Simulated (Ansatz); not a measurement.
SnI₄ (P-43m, No. 215, 5 atoms in the cell; start mp-571436; a measured phase of this formula has another space group), treated with PBEsol (Ansatz, a quantum-chemistry and plane-wave program, PAW).

Run with plane-wave cutoff 500 eV, 6×6×6 k mesh, gaussian smearing 0.02 eV, scalar-relativistic PAW data made under PBE.

Cell (relaxed at this level):

```cif
data_I4Sn
_chemical_formula_sum 'Sn1 I4'
_space_group_name_H-M_alt 'P 1'
_space_group_IT_number 1
_cell_length_a 6.16819
_cell_length_b 6.16819
_cell_length_c 6.16819
_cell_angle_alpha 90.000
_cell_angle_beta 90.000
_cell_angle_gamma 90.000
loop_
_space_group_symop_operation_xyz
  'x, y, z'
loop_
_atom_site_label
_atom_site_type_symbol
_atom_site_fract_x
_atom_site_fract_y
_atom_site_fract_z
_atom_site_occupancy
Sn1 Sn 0.00000 0.00000 0.00000 1
I1 I 0.25104 0.74896 0.74896 1
I2 I 0.74896 0.74896 0.25104 1
I3 I 0.74896 0.25104 0.74896 1
I4 I 0.25104 0.25104 0.25104 1
```

**Question.** Predict the band gap.

**Answer.** 
- band gap = 0.94 eV (on the SCF k mesh)

Note: the relaxation could not lower the start's symmetry, so the cell can be a saddle point above a distorted one; the cell has widely spaced layers and the level no dispersion term, so their spacing and the moduli can rest on weak binding.

Spin–orbit coupling is not included; with these elements it can move the gap by several tenths of an eV or more.

Computed values are for the static lattice.

A start named mp-… is a Materials Project structure, which need not be a measured phase.
